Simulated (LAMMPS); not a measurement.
Pressure dependence of Si (diamond structure) at 1010 K, from the crystal.

All values are model results, not measurements: classical MD, pair style tersoff/mod/c, file Si.tersoff.modc, run in LAMMPS.

```
P (GPa)                                state                    volume       coordination number
-------  -----------------------------------  ------------------------  ------------------------
0        crystal; no diffusion seen in 30 ps    20.409 ± 0.002 Å³/atom  4.00 (counted to 2.98 Å)
2        crystal; no diffusion seen in 30 ps  19.9829 ± 0.0009 Å³/atom  4.00 (counted to 2.94 Å)
5        crystal; no diffusion seen in 30 ps    19.409 ± 0.001 Å³/atom  4.00 (counted to 2.86 Å)
```

Caution (rows 2; 5): a run this short can hold a crystal over, or a liquid under, the potential's own melting point, which these runs don't give.

Estimate the isothermal bulk modulus at zero pressure. A parabola P(ln V) through the three points gives −dP/d ln V = 91 GPa at zero pressure.

States go by the mean squared displacement: a species diffuses where it passes 1.5 Å², still rises and gives D over 1e-6 cm²/s; a crystal has left its structure where atoms lie 0.35 Å off their sites on average or a cubic box changes its shape by 3 %, or the axial ratios of another lie 8 % off the starting cell's, which the potential's own relaxation can also do.

Errors shown are sampling errors alone.
